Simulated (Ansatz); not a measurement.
Defect migration in wurtzite GaN: In-vacancy pair (In on one host Ga site, one Ga site vacant), charge state -3. Method: PBE, PAW (plane waves to 420 eV; Ansatz, a first-principles code).

Cell of 72 host sites held at the relaxed PBE lattice; one k-point at (0.125, 0.250, 0.250); Fermi-Dirac width 0.01 eV, spin-restricted; finite-size errors left in. Energies are static. The charge state is imposed; whether it is stable for some Fermi level was not computed. Forms of the defect that were not tried may lie lower. The start lies 0.13 eV above the lowest site run (PBE).

Barriers: single points on a 2×2×2 k-point mesh shifted by half a step along c at the bands' geometries (they differ from the bands' own by up to 0.06 eV, and are uncertain by about as much).

The step: a nearby Ga atom hops onto the vacant site (In-vacancy distance between ideal sites 3.21 → 4.55 Å). Atoms about the jump, Cartesian Å from the middle of the jump, before and after:

| atom | x0 | y0 | z0 | x1 | y1 | z1 |
|---|---|---|---|---|---|---|
| Ga1 | 0.79 | 1.34 | -0.02 | -0.79 | -1.34 | 0.02 |
| N2 | -0.78 | 0.59 | -0.72 | -0.89 | 0.39 | -0.69 |
| N3 | 0.89 | -2.37 | -0.45 | 0.83 | -2.34 | -0.47 |
| N4 | 2.45 | 0.44 | -0.64 | 2.54 | 0.39 | -0.69 |
| N5 | 0.84 | 1.37 | 1.97 | 0.83 | 1.37 | 2.15 |
| N6 | -0.77 | -1.42 | 2.21 | -0.79 | -1.41 | 2.01 |
| Ga7 | 2.42 | -1.43 | 0.04 | 2.44 | -1.34 | 0.02 |
| Ga8 | -0.77 | 0.41 | 2.59 | -0.74 | 0.48 | 2.59 |
| N9 | 2.47 | -1.41 | 2.02 | 2.45 | -1.41 | 2.01 |
| Ga10 | -0.81 | 0.46 | -2.59 | -0.78 | 0.47 | -2.56 |
| In11 | 0.76 | -2.30 | -2.50 | 0.83 | -2.33 | -2.60 |

### Question
Where do these atoms stand at the saddle point, and how high is it?

### Answer

```csv
atom,x,y,z
Ga1,0.32,-0.21,0.26
N2,-0.97,0.58,-0.77
N3,0.92,-2.18,-0.39
N4,2.38,0.31,-0.59
N5,0.80,1.21,2.00
N6,-0.68,-1.31,2.03
Ga7,2.67,-1.50,0.05
Ga8,-0.83,0.47,2.73
N9,2.54,-1.45,2.04
Ga10,-0.84,0.49,-2.61
In11,0.78,-2.29,-2.50
```
It lies 2.04 eV above the start and 2.00 eV above the end. The saddle point's order was not checked.
